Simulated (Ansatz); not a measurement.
A constructed model of the (100) surface of rock-salt TiN, top plane replaced by MoO (bottom of the slab: a bare face, its two planes held)

Calculation: PBE (plane waves to 420 eV, PAW; Ansatz, a quantum-chemistry and plane-wave program).

Slab: 12 atoms, 10.6 Å thick at the start with caps and adatoms (thin: gaps and levels are the slab's own); k 12x12x1, smearing 0.1 eV, dipole-corrected; 4 atoms held, the rest relaxed; start symmetry kept, larger cells not searched; no spin, no spin-orbit, no U. It is one candidate, not shown to be the stable structure of the face.

```
Property                                       Result
-----------------------------  ----------------------
work function of the top face                 3.49 eV
energy released by relaxation                 0.80 eV
cost                           roughly 4 core-minutes
```
